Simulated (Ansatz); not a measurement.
Input:

```xyz
2
Lattice="0.0000 1.8394 1.8394 1.8394 0.0000 1.8394 1.8394 1.8394 0.0000" Properties=species:S:1:pos:R:3 pbc="T T T"
C      0.0000     0.0000     0.0000
C      0.9197     0.9197     0.9197
```

No spin polarisation.

Level of theory: PBE (Ansatz, a program for electronic structure, PAW, spin-orbit coupling left out). Settings: 16×16×16 k-points, 0.05 eV Fermi–Dirac smearing.

### Question
Predict the width of the top valence band, electron mass, hole mass and smallest direct gap.

### Answer
The width of the top valence band comes out as 7.55 eV and the electron mass is 1.5 mₑ along k, 0.29 mₑ across (off the special points). The hole mass (degenerate bands, along [100]) is 0.31, 0.31, 0.47 mₑ (at Γ). The smallest direct gap is 5.34 eV.

The cells carry an imposed strain or load. Effective masses come from finite differences of ±0.01 Å⁻¹. Along k means along the line from Γ to the band edge. Whether these cells are dynamically stable was not tested. The cell was made from C in the diamond structure (space group Fd-3m, No. 227) by this change: isotropic strain +3.00 %.
